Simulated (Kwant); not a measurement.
# GaN/Al0.2Ga0.8N stack with 2 barriers

Model system: GaN/Al0.2Ga0.8N stack with 2 barriers. One parabolic valley. Leads of mass 0.2 mₑ with the band edge at 0; grid 0.1 nm; bias swept from 0.014 to 0.4369 V, dropping linearly over the stack. Emitter Fermi level 0.04 eV, 300 K, equal in the collector.

```json
[
 {"layer": "1", "thickness (nm)": "1.8", "band offset (eV)": "0.35", "mass (mₑ)": "0.22"},
 {"layer": "2", "thickness (nm)": "2.9", "band offset (eV)": "0", "mass (mₑ)": "0.2"},
 {"layer": "3", "thickness (nm)": "1.8", "band offset (eV)": "0.35", "mass (mₑ)": "0.22"}
]
```

Constants are typed, rounded textbook-type inputs, not results; the design itself was drawn at random and stands for no fabricated device.

Model: one-band effective-mass tight-binding model in one dimension, coherent, no space charge, current by the Tsu-Esaki formula (Kwant).

| bias (V) | J (A/cm²) |
|---|---|
| 0.01400 | 19200 |
| 0.03162 | 43900 |
| 0.04924 | 69800 |
| 0.06686 | 96500 |
| 0.08448 | 123000 |
| 0.1021 | 148000 |
| 0.1197 | 167000 |
| 0.1373 | 174000 |
| 0.1550 | 161000 |
| 0.1726 | 100000 |
| 0.1902 | 18200 |
| 0.2078 | 13900 |
| 0.2255 | 13800 |
| 0.2431 | 14900 |
| 0.2607 | 17000 |
| 0.2783 | 20000 |
| 0.2959 | 23900 |
| 0.3135 | 29100 |
| 0.3312 | 35800 |
| 0.3488 | 44100 |
| 0.3664 | 54600 |
| 0.3840 | 67500 |
| 0.4017 | 83400 |
| 0.4193 | 103000 |
| 0.4369 | 126000 |
